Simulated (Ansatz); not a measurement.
The reference is BAs in the zinc blende structure (space group F-43m, No. 216; a = 4.732 Å). Axes: x, y, z lie along the cube axes.

The values are results of Ansatz (a program for electronic structure) LDA, without spin-orbit coupling, not measurements.

Before the change:

The band gap is 1.11 eV and the smallest direct gap is 3.29 eV. The valence-band top at Γ comes out as 0.00, 0.00, 0.00 eV.

Now apply this change: compressive biaxial strain of 1.25 % in the plane normal to [111], as in epitaxy on a mismatched substrate; the out-of-plane cell vector and the atoms relax.

How does this affect the out-of-plane strain?

The out-of-plane strain amounts to +0.31 %.

How does this affect the band gap?

The band gap shrinks by 0.08 eV (1.11 eV → 1.03 eV).

What does the calculation give for the smallest direct gap after the change?

The smallest direct gap drops by 0.21 eV (3.29 eV → 3.08 eV).

Predict the new valence-band top at Γ.

The valence-band top at Γ (three highest levels, from the VBM) changes from 0.00, 0.00, 0.00 eV to 0.00, 0.00, -0.15 eV.

Predict the new energy relative to the base.

The energy increases by 5.2 meV/atom.

Gaps are Kohn–Sham eigenvalue differences; semilocal functionals usually give less than the measured gap. Stability against distortions was not tested.
